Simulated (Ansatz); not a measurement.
```xyz
48
Lattice="25.0000 0.0000 0.0000 0.0000 25.0000 0.0000 0.0000 0.0000 5.6553" Properties=species:S:1:pos:R:3 pbc="T T T"
P     18.2488    12.5000     3.7694
P     19.2566    14.3104     4.7137
P     19.4950    12.5000     1.8860
P     17.4786    15.3744     3.7693
P     17.4462    17.4462     4.7137
P     18.0530    13.9879     0.9417
P     18.5578    15.9975     1.8860
P     15.3744    17.4786     3.7693
P     14.3104    19.2566     4.7137
P     16.5650    16.5650     0.9417
P     15.9975    18.5578     1.8860
P     12.5000    18.2488     3.7694
P     10.6896    19.2566     4.7137
P     13.9879    18.0530     0.9417
P     12.5000    19.4950     1.8860
P      9.6256    17.4786     3.7693
P      7.5538    17.4462     4.7137
P     11.0121    18.0530     0.9417
P      9.0025    18.5578     1.8860
P      7.5214    15.3744     3.7693
P      5.7434    14.3104     4.7137
P      8.4350    16.5650     0.9417
P      6.4422    15.9975     1.8860
P      6.7512    12.5000     3.7694
P      5.7434    10.6896     4.7137
P      6.9470    13.9879     0.9417
P      5.5050    12.5000     1.8860
P      7.5214     9.6256     3.7693
P      7.5538     7.5538     4.7137
P      6.9470    11.0121     0.9417
P      6.4422     9.0025     1.8860
P      9.6256     7.5214     3.7693
P     10.6896     5.7434     4.7137
P      8.4350     8.4350     0.9417
P      9.0025     6.4422     1.8860
P     12.5000     6.7512     3.7694
P     14.3104     5.7434     4.7137
P     11.0121     6.9470     0.9417
P     12.5000     5.5050     1.8860
P     15.3744     7.5214     3.7693
P     17.4462     7.5538     4.7137
P     13.9879     6.9470     0.9417
P     15.9975     6.4422     1.8860
P     17.4786     9.6256     3.7693
P     19.2566    10.6896     4.7137
P     16.5650     8.4350     0.9417
P     18.5578     9.0025     1.8860
P     18.0530    11.0121     0.9417
```

Calculation: PBE (plane waves to 420 eV, PAW; Ansatz, an electronic-structure program). Mesh 1×1×6. No spin polarisation. Periodic along z alone, with about 11 Å of vacuum beside it. A hypothetical model, rolled from the flat sheet. Symmetry and one short period hold its shape; lower forms weren't sought.

Question: Tabulate the two highest filled and two lowest empty levels along the axis, from the valence top.

Answer: 
| k (2π/c) | v2 (eV) | v1 (eV) | c1 (eV) | c2 (eV) |
|---|---|---|---|---|
| 0.000 | 0.00 | 0.00 | 1.78 | 2.04 |
| 0.042 | 0.00 | 0.00 | 1.78 | 2.06 |
| 0.083 | -0.01 | -0.01 | 1.78 | 2.12 |
| 0.125 | -0.03 | -0.03 | 1.78 | 2.22 |
| 0.167 | -0.06 | -0.06 | 1.78 | 2.22 |
| 0.208 | -0.09 | -0.09 | 1.77 | 2.18 |
| 0.250 | -0.14 | -0.14 | 1.75 | 2.02 |
| 0.292 | -0.14 | -0.14 | 1.74 | 1.86 |
| 0.333 | -0.15 | -0.15 | 1.74 | 1.79 |
| 0.375 | -0.15 | -0.15 | 1.75 | 1.82 |
| 0.417 | -0.17 | -0.17 | 1.79 | 1.84 |
| 0.458 | -0.19 | -0.19 | 1.85 | 1.90 |
| 0.500 | -0.23 | -0.23 | 1.89 | 1.89 |
